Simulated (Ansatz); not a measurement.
W_Zr in rock-salt ZrN (start: the Zr site; 64-site cell, 4×4×4 shifted sampling), N-rich (Δμ(Zr) = -3.46 eV, Δμ(W) = -0.34 eV, bounded by WN (P6_3/mmc); only phases computed here count, gases as isolated molecules at 0 K). Level of theory: PBE, PAW (plane waves to 420 eV; Ansatz, an electronic-structure program). In charge state 0 (moment 0.0 μB) the formation energy is 0.83 eV. The crystal has 4.12 × 10^22 Zr sites per cm³.

Estimate the equilibrium concentration at 1100 K in the dilute limit, leaving out vibrational entropy and degeneracy.

kT = 0.0948 eV; c = N exp(−E_f / kT) = 4.12 × 10^22 × exp(−8.8) ≈ 6 × 10^18 cm^-3. An error of 0.2 eV in E_f moves this by a factor of 8.
